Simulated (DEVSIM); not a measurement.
Structure: Schottky contact on n-type GaAs, at 300 K.

Layer 1 from the left is GaAs, thickness (μm) 18.0, Nd (cm⁻³) 1.3e16, τn (s) 4.5e-10, τp (s) 4.5e-10.

Left contact: Schottky, work function 4.73 eV, emission velocity 1.5e6 cm/s. Right contact: ohmic. Voltage is applied to the left contact. Recombination: SRH at mid-gap, radiative, Auger. Mobility is constant in doping.

Constants are typed, rounded textbook-type inputs, not results; the design itself was drawn at random and stands for no fabricated device. Values at 300 K.

GaAs: gap (eV) 1.424, affinity (eV) 4.07, permittivity 12.9, Nc (cm⁻³) 4.7e17, Nv (cm⁻³) 9e18, μn (cm²/Vs) 8500, μp (cm²/Vs) 400, B (cm³/s) 2e-10, Cn (cm⁶/s) 1e-30, Cp (cm⁶/s) 1e-30.

Simulated with DEVSIM: 1D drift-diffusion, Boltzmann statistics, complete ionisation; no tunnelling, impact ionisation, image-force lowering or self-heating. Metal contacts follow the ideal Schottky-Mott rule: no Fermi-level pinning, no interface dipoles.

Dark forward current:

```tsv
|V| (V)	|J| (A/cm²)
0.05	5.441e-6
0.10	4.307e-5
0.15	0.0003033
0.20	0.002103
0.25	0.01454
0.30	0.1005
0.35	0.6931
0.40	4.713
0.45	29.51
0.50	134.6
0.55	369.4
0.60	699.0
0.65	1080
0.70	1491
0.75	1919
0.80	2359
```

**Question.** Work out the local ideality factor n = ΔV / (kT/q · ln(J2/J1)) between the rows 0.15 and 0.20 V, 0.75 and 0.80 V.

**Answer.** kT/q = 25.85 mV. From 0.15 to 0.20 V: ln(0.002103/0.0003033) = 1.936, n = 1.00, near the 1 of diffusion or emission over a barrier. From 0.75 to 0.80 V: ln(2359/1919) = 0.206, n = 9.37; the layers' resistance at their doping, Σ W/(qμN) = 0.00010 Ω cm², would take 45 mV of this step of 50 mV.

**Question.** Estimate the current at 0.30 V for emission alone, J0 = q v N_band exp(−φB/kT), and read the barrier back from the simulated current.

**Answer.** φB = 0.660 eV, N_band = 4.70e17 cm⁻³, J0 = 9.22e-7 A/cm²; J = J0 (exp(qV/kT) − 1) = 0.101 A/cm². The simulation gives 0.101 A/cm², the same within the digits that matter. Read backwards, the simulated current gives an apparent barrier of 0.660 eV. The estimate leaves out transport through the depletion region and minority injection.
